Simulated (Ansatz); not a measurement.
Defect: interstitial Na in 4H silicon carbide, charge state +1. The step: a direct jump of one Na atom; the atom moves 3.09 Å along (-1.00, -1.00, 0.00) of the unit cell; the moving atom starts with neighbours 3 C at 2.09, 3 C at 2.39; 3 Si at 2.20, 3 Si at 2.47 Å and ends with 3 C at 2.09, 3 C at 2.39; 3 Si at 2.20, 3 Si at 2.47 Å. A PBE band in Ansatz (plane-wave PAW, the Γ point alone, 72 host sites, 102 SCF runs with any check of the saddle's order, static, no finite-size correction) gives a forward barrier of 3.65 eV. The program found a first-order saddle point. The charge state is imposed; whether it is stable for some Fermi level was not computed. Sites that were not tried may lie lower.

Single points at the band's start and saddle point can refine it. Rough cost of one point, in units of the band's mean SCF on the same machine:

| Level | Cost of one point |
|---|---|
| PBE, a 2×2×2 k-point mesh shifted by half a step along c | about 6 |
| r2SCAN at 500 eV, the Γ point alone | about 4 |

Problem. Which of these move the barrier by more than 0.1 eV, and how far does each move it?

Solution. PBE, a 2×2×2 k-point mesh shifted by half a step along c: +0.49 eV; r2SCAN at 500 eV, the Γ point alone: +0.47 eV. Each functional is compared with PBE at the same k-points.

Ansatz is a program for electronic structure.
